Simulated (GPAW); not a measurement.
**A short convergence ladder for Ag3Au (I4/mmm, 4 atoms in the cell)**

```yaml
crystal:
  lattice:
    - [-2.05332, 2.05332, 4.08531]
    - [2.05332, -2.05332, 4.08531]
    - [2.05332, 2.05332, -4.08531]
  atoms:
    - { symbol: Ag, position: [0.75000, 0.25000, 0.50000] }
    - { symbol: Ag, position: [0.25000, 0.75000, 0.50000] }
    - { symbol: Ag, position: [0.50000, 0.50000, 0.00000] }
    - { symbol: Au, position: [0.00000, 0.00000, 0.00000] }
```

Base method: LDA (Perdew-Wang 92), GPAW PAW datasets LDA (gpaw-data 1.0.1) (plane waves; GPAW).

Base settings: mode = pw; ecut = 600 eV; xc = LDA; kpts = 5 5 5; mesh shift (steps) = 0 0 0; occupations.name = methfessel-paxton; occupations.width = 0.1 eV; occupations.order = 0; nbands = -10; symmetry.symmorphic = false.

**The force threshold of a relaxation**

On Ag3Au (I4mm, 4 atoms in the cell): one atom moved by 0.15 angstrom.

In this ladder: convergence.density = 1e-05 e/electron; optimizer = BFGS.

The mesh stays at the base's, so the ladder's end is converged at best in this setting alone.

Only quantities that move along the ladder and can be compared are tabulated.

| fmax | free energy less the last step's (meV/atom) | largest force left (eV/Å) | relaxation steps |
|---|---|---|---|
| 0.2 eV/Å | 1.94 | 0.1973 | 2 |
| 0.1 eV/Å | 0.25 | 0.0953 | 5 |
| 0.05 eV/Å | 0.03 | 0.0253 | 6 |
| 0.03 eV/Å | 0.03 | 0.0253 | 6 |
| 0.02 eV/Å | 0.00 | 0.0079 | 7 |
| 0.01 eV/Å | 0.00 | 0.0079 | 7 |
| 0.005 eV/Å | 0.00 | 0.0006 | 8 |
| 0.002 eV/Å | 0.00 | 0.0006 | 8 |
| 0.001 eV/Å | 0.00 | 0.0006 | 8 |

Coarsest fmax that holds the largest force left within 0.01 eV/Å of the last step, with all finer ones: 0.02 eV/Å; the step before is off by 0.025 eV/Å.

Coarsest fmax that holds the free energy within 0.2 meV/atom of the last step, with all finer ones: 0.05 eV/Å; the step before is off by 0.25 meV/atom.

On the base run: the starting cell comes from a database of computed structures (which also holds hypothetical and non-ambient phases and stackings), without a prior relaxation at this level. Its lattice was rescaled by up to half a per cent. In the base run, with a pressure of about -7 GPa the cell is away from its equilibrium volume at this level.
